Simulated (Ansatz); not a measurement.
Parameter sweep on Tc₂B (Pnma, 12 atoms in the cell)

```yaml
crystal:
  lattice:
    - [5.28497, 0.00000, 0.00000]
    - [0.00000, 4.01692, 0.00000]
    - [0.00000, 0.00000, 7.63946]
  atoms:
    - { symbol: Tc, position: [0.53800, 0.25000, 0.78200] }
    - { symbol: Tc, position: [0.03800, 0.25000, 0.71800] }
    - { symbol: Tc, position: [0.46200, 0.75000, 0.21800] }
    - { symbol: Tc, position: [0.96200, 0.75000, 0.28200] }
    - { symbol: Tc, position: [0.17400, 0.25000, 0.06200] }
    - { symbol: Tc, position: [0.67400, 0.25000, 0.43800] }
    - { symbol: Tc, position: [0.82600, 0.75000, 0.93800] }
    - { symbol: Tc, position: [0.32600, 0.75000, 0.56200] }
    - { symbol: B, position: [0.70200, 0.25000, 0.11100] }
    - { symbol: B, position: [0.20200, 0.25000, 0.38900] }
    - { symbol: B, position: [0.29800, 0.75000, 0.88900] }
    - { symbol: B, position: [0.79800, 0.75000, 0.61100] }
```

Base run A: PBE (Ansatz, a quantum-chemistry and plane-wave program), self-consistent single point.

Its settings: kpoints.mp_grid.grid = 4 5 2; hamiltonian.xc = pbe; hamiltonian.pseudopotentials = {kind: paw} (the program's default PAW files); scf.occupations.method = fermi_dirac; scf.occupations.width = 0.136 eV.

The starting cell was generated: these elements placed on a structure prototype, without a prior relaxation; it need not be a known phase or ordering of this composition. Spin polarisation is off. In the base run, with a pressure of about -31 GPa the cell is away from its equilibrium volume at this level. In the base run, forces exceed 1 eV/Å. Ansatz's pressure includes its estimate of the finite-basis (Pulay) stress. Without a gap this mesh is coarse (it stands for a supercell whose shortest vector is 15 Å).

Runs:
- B: hamiltonian.xc: pbe → lda [LDA (PW92)]
- C: hamiltonian.xc: pbe → pbesol [PBEsol]
- D: hamiltonian.xc: pbe → rpbe [RPBE]
- E: hamiltonian.xc: pbe → revpbe [revPBE]
- F: hamiltonian.xc: pbe → blyp [BLYP]
- G: hamiltonian.xc: pbe → r2scan [r2SCAN]

```csv
run,pressure (GPa),largest force (eV/Å)
A,-31.43,1.216
B,[?],1.114
C,-38.07,1.140
D,[?],1.228
E,-29.06,1.223
F,[?],1.308
G,-35.41,1.167
```

Question: Some entries are withheld; supply them.

Answer: 
- B, pressure (GPa): -42.10
- D, pressure (GPa): -28.19
- F, pressure (GPa): -21.55

Keys are those of Ansatz 0.2.
